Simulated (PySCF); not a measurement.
PySCF 2.14.0, BP86/def2-svpd, df: Si(H)(Cl)(OMe)(NH2) (CO[SiH](N)Cl), 11 atoms. The geometry is a generated start, not checked to be a minimum at this level.

task: energy
method: bp86
basis: def2-svpd
two-electron scheme: density fitting
mol.max_memory: 3000 MB
mf.max_cycle: 100
mf.conv_tol: 1e-09 (default)
mf.grids.level: 3 (default)
basis functions: 162
grid points: 139016

```xyz
11

Si     0.6091    -0.6680     0.0391
N      2.0131     0.0383     0.7108
Cl     0.7446    -1.2076    -1.9195
O     -0.4475     0.5486     0.1894
C     -1.7848     0.6160    -0.2071
H      0.2695    -1.8727     0.7757
H      2.8987    -0.4268     0.6359
H      2.1171     1.0390     0.6979
H     -2.0978     1.6577    -0.1398
H     -2.4096     0.0086     0.4529
H     -1.9123     0.2670    -1.2353
```

With the defaults (mf.DIIS = CDIIS, mf.diis = true, mf.damp = 0, mf.diis_start_cycle = 1, newton = off, mf.diis_space = 8, mf.level_shift = 0, mf.init_guess = minao) it converges in 13 Fock builds. One run each on 2 threads, 1 BLAS thread, with these changes:
- mf.DIIS = EDIIS
- mf.damp = 0.7, mf.diis_start_cycle = 8
- newton = Hessian by the SCF's own integrals
- mf.DIIS = ADIIS
- mf.diis_space = 3
- mf.diis = false
- mf.level_shift = 0.1 Hartree
- mf.init_guess = mod_huckel
- mf.init_guess = 1e

**Question.** Which runs fail or end elsewhere than the default run?

**Answer.** No convergence: mf.DIIS = EDIIS; mf.diis = false (the run ends without SCF convergence in 100 cycles). The rest reach the solution of the defaults.

| setting | Fock builds | end |
|---|---|---|
| the defaults | 13 | same solution |
| mf.level_shift = 0.1 Hartree | 13 | same solution |
| mf.init_guess = mod_huckel | 14 | same solution |
| mf.damp = 0.7, mf.diis_start_cycle = 8 | 15 | same solution |
| mf.init_guess = 1e | 21 | same solution |
| mf.DIIS = ADIIS | 25 | same solution |
| mf.diis_space = 3 | 26 | same solution |
| newton = Hessian by the SCF's own integrals | 28 | same solution |
| mf.DIIS = EDIIS | 101 | no convergence |
| mf.diis = false | 101 | no convergence |

Under newton the count holds the products with the orbital Hessian.
